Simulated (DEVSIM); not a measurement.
System: p-channel Si fully depleted SOI MOSFET with Al2O3, at 300 K.

| Property | Result |
|---|---|
| Gate length | 100 nm |
| Source drain length | 80 nm |
| Dielectric thickness | 3.9 nm |
| Lateral straggle | 7.1 nm |
| Underlap | 0 nm |
| Body thickness | 21.1 nm |
| Buried oxide | 15 nm |
| Gate work function | 4.72 eV |
| Source and drain doping | 8.3e19 cm⁻³, Gaussian tails under the gate |
| Body doping | 1e17 cm⁻³ |
| Lifetime | 1e-7 s |
| Supply | 1 V |
| Back work function | 4.39 eV |

All mobilities are scaled by 0.2; velocity saturation, μ/(1 + (μE/vsat)^b)^(1/b) with b = 2 for electrons and 1 for holes and E the electric field along each mesh edge, is on. Mobility is μmin + (μ − μmin)/(1 + (N/Nref)^α).

The device is made up for the run: typed textbook-type constants, with dimensions and the other settings drawn at random. Values at 300 K.

Si: gap (eV) 1.124, affinity (eV) 4.05, permittivity 11.7, Nc (cm⁻³) 2.86e19, Nv (cm⁻³) 3.1e19, μn (cm²/Vs) 1417, μp (cm²/Vs) 470, μn,min 52, μp,min 45, Nref,n 9.7e16, Nref,p 2.2e17, αn 0.68, αp 0.72, vsat,n (cm/s) 1e7, vsat,p (cm/s) 8.4e6. Al2O3: gap (eV) 6.8, affinity (eV) 1.35, permittivity 9. SiO2: gap (eV) 9, affinity (eV) 0.9, permittivity 3.9.

DEVSIM, 2D drift-diffusion, Boltzmann statistics, complete ionisation; no quantum confinement, tunnelling, impact ionisation, self-heating, contact resistance or fringe fields beside the gate. Metal contacts follow the ideal Schottky-Mott rule: no Fermi-level pinning, no interface dipoles.

Transfer curves, |Id| in μA/μm:

```csv
Vg (V),Vd = -0.05 V,Vd = -1 V
0.3,1.505e-8,2.127e-7
0.25,4.704e-8,6.444e-7
0.2,1.500e-7,1.978e-6
0.15,4.893e-7,6.165e-6
0.1,1.639e-6,1.955e-5
0.05,5.649e-6,6.318e-5
0,2.009e-5,0.0002086
-0.05,7.370e-5,0.0007043
-0.1,0.0002787,0.002422
-0.15,0.001083,0.008443
-0.2,0.004297,0.02991
-0.25,0.01724,0.1064
-0.3,0.06850,0.3685
-0.35,0.2569,1.174
-0.4,0.8243,3.185
-0.45,2.036,6.997
-0.5,3.798,12.85
-0.55,5.783,20.60
-0.6,7.763,30.06
-0.65,9.647,40.98
-0.7,11.41,53.21
-0.75,13.06,66.56
-0.8,14.59,80.91
-0.85,16.03,96.14
-0.9,17.37,112.1
-0.95,18.63,128.8
-1,19.82,146.1
```

Work out the subthreshold swing at low drain bias from the rows at -0.2 and -0.25 V, and compare it with the thermal limit.

log10(0.01724/0.004297) = 0.603 over 50.0 mV, so S = 82.9 mV/decade. The limit kT/q ln 10 is 59.5 mV/decade; the ratio is 1.39. This is the steepest step of the table.

Find both thresholds at the constant current 0.1 μA × (1 μm/L) a micrometre, and the DIBL.

The current is 1.00 μA/μm. Interpolating ln Id gives -0.411 V and -0.343 V; their difference over the 0.95 V of drain bias is 71 mV/V.

Give the natural length λ = √(ε_body t_body t_ox / (ε_ox)) and the gate length in units of it.

λ = 10.3 nm and L/λ = 9.7. The formula is that for thin layers, and L is the gate's length, not the shorter one between the doping tails.

Source and drain are degenerate, where Boltzmann statistics are only rough. The electric field that drives the saturation includes the junctions' built-in field, which lowers the mobility there even at small currents: subthreshold currents come out too low, a known weakness of this choice.
